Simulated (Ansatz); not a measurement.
The reference is SnS2 in the CdI2 type structure (space group P-3m1, No. 164; a = 3.6261 Å, c = 5.5729 Å; layered, stacked along the Cartesian z axis).

Now apply this change: Cl takes the place of S on all its sites; the structure is relaxed again.

Levels (all Ansatz, a first-principles code, PAW): PBEsol-D3(BJ) (420 eV, no spin-orbit coupling); PBEsol+SOC (420 eV, noncollinear with spin-orbit coupling).

The geometry is relaxed with PBEsol-D3(BJ).

| Property | Result |
|---|---|
| PBEsol-D3(BJ) gap character | indirect, H → A |
| PBEsol-D3(BJ) electron mass | 1.2 mₑ along k, 0.39 mₑ across (at A) |
| PBEsol-D3(BJ) lowest conduction level above the VBM at special points | A 1.83 eV; Γ 2.14 eV; M 2.87 eV; L 3.01 eV |
| PBEsol-D3(BJ) smallest direct gap | 2.26 eV |

Q: What does PBEsol+SOC give at this geometry for the gap character, electron mass, lowest conduction level above the VBM at special points and smallest direct gap?

A: The gap character is still indirect, H → A; the electron mass changes from 1.2 mₑ along k, 0.39 mₑ across (at A) to 1.3 mₑ along k, 0.39 mₑ across (at A); the lowest conduction level above the VBM at special points becomes A 1.78 eV; Γ 2.09 eV; M 2.83 eV; L 2.97 eV (PBEsol-D3(BJ): A 1.83 eV; Γ 2.14 eV; M 2.87 eV; L 3.01 eV); the smallest direct gap shrinks by 0.046 eV, from 2.26 eV to 2.22 eV.

Single points use the geometry relaxed with PBEsol-D3(BJ). Differences between runs with and without spin-orbit coupling are approximate. Effective masses come from finite differences of ±0.01 Å⁻¹. Along k means along the line from Γ to the band edge. No phonon test of stability was made. As relaxed here, SnCl2 is a hypothetical phase, not in the database extracts checked.
